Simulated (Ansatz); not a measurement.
Start from ZnSe in the zinc blende structure (space group F-43m, No. 216; a = 5.666 Å).

The values are results of Kohn–Sham DFT with the r2SCAN functional, run in Ansatz (a quantum-chemistry and plane-wave program) with PAW and 500 eV plane waves, no SOC, not measurements.

Before the change:

| Property | Result |
|---|---|
| Width of the top valence band | 2.71 eV |
| Electron mass | 0.12 mₑ (at Γ) |
| Pressure | -0.01 GPa |
| Valley order | Γ 1.87 eV; L along ⟨111⟩ 3.05 eV; X along ⟨100⟩ 3.34 eV |

Perturbation: every lattice vector is stretched by 2.50 %, atoms relaxed at fixed cell.

Question: Estimate the effect on the width of the top valence band.

Answer: The width of the top valence band decreases by 0.34 eV, from 2.71 eV to 2.37 eV.

Question: Predict the new electron mass.

Answer: The electron mass becomes 0.11 mₑ (at Γ) (base: 0.12 mₑ (at Γ)).

Question: How does this affect the pressure?

Answer: The pressure shrinks by 4.10 GPa (-0.01 GPa → -4.11 GPa).

Question: How does this affect the valley order?

Answer: The valley order (the lowest conduction-band minima on the path, energy above the VBM, named in the base's zone) becomes Γ 1.56 eV; L along ⟨111⟩ 2.91 eV; X along ⟨100⟩ 3.49 eV (base: Γ 1.87 eV; L along ⟨111⟩ 3.05 eV; X along ⟨100⟩ 3.34 eV).

The levels and masses belong to the bands next to the band gap. The cells carry an imposed strain or load. Effective masses come from finite differences of ±0.01 Å⁻¹. No phonon test of stability was made.
